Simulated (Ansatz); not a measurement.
Defect: Ag vacancy in rock-salt AgCl, charge state -1. Calculation: PBE, PAW (plane waves to 420 eV; Ansatz, a quantum-chemistry and plane-wave program).

Cell of 64 host sites held at the relaxed PBE lattice; one k-point at (0.250, 0.250, 0.250); Fermi-Dirac width 0.01 eV, spin-restricted; finite-size errors left in. Energies are static. The charge state is imposed; whether it is stable for some Fermi level was not computed. Forms of the defect that were not tried may lie lower.

Barriers: single points on a 2×2×2 k-point mesh shifted by half a step at the bands' geometries.

The step: a nearby Ag atom hops onto the vacant site. Atoms about the jump, Cartesian Å from the middle of the jump, before and after:

| atom | x0 | y0 | z0 | x1 | y1 | z1 |
|---|---|---|---|---|---|---|
| Ag1 | -0.02 | 1.36 | 1.34 | 0.02 | -1.36 | -1.34 |
| Cl2 | 0.11 | 1.56 | -1.53 | 0.01 | 1.28 | -1.54 |
| Cl3 | 0.00 | -1.27 | 1.56 | -0.14 | -1.55 | 1.53 |

Question: Where do these atoms stand at the saddle point, and how high is it?

Answer: 
```tsv
atom	x	y	z
Ag1	-0.05	0.06	0.05
Cl2	0.11	1.71	-1.68
Cl3	-0.13	-1.68	1.70
```
It lies 0.15 eV above the start and 0.15 eV above the end. The saddle point's order was not checked.
